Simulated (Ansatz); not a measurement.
## CdTe: isotropic strain −0.50 %

The parent structure is CdTe in the zinc blende structure (space group F-43m, No. 216; a = 6.618 Å).

The change: the cell is scaled by 0.9950 in all directions; the atoms relax in the strained cell.

All numbers come from PBE/PAW in Ansatz (a program for electronic structure), no spin-orbit coupling. Γ-centred 9×9×9 mesh, Fermi–Dirac width 0.05 eV.

- Space group: F-43m (No. 216) (base F-43m (No. 216))
- Shortest interatomic distance: 2.851 Å (base 2.866 Å)
- Energy relative to the base (free energy F): +0.9 meV/atom
- Pressure: 0.55 GPa (base 0.00 GPa)
- Band gap: 0.63 eV (base 0.59 eV)
- Gap character: direct at Γ (base direct at Γ)
- Mean gap deformation potential ΔEg/Δln V: -2.9 eV
- Width of the top valence band: 2.00 eV (base 1.94 eV)
- Electron mass: 0.056 mₑ (at Γ) (base 0.053 mₑ (at Γ))
- Hole mass (degenerate bands, along [100]): 0.057, 0.56, 0.56 mₑ (at Γ) (base 0.054, 0.57, 0.57 mₑ (at Γ))
- Valley order (the lowest conduction-band minima on the path, energy above the VBM, named in the base's zone): Γ 0.63 eV; L along ⟨111⟩ 1.78 eV (base Γ 0.59 eV; L along ⟨111⟩ 1.76 eV)

Spin-orbit coupling, missing from the scalar runs, can matter with Te. Masses are band curvatures over ±0.01 Å⁻¹ around the edge. No phonon test of stability was made.
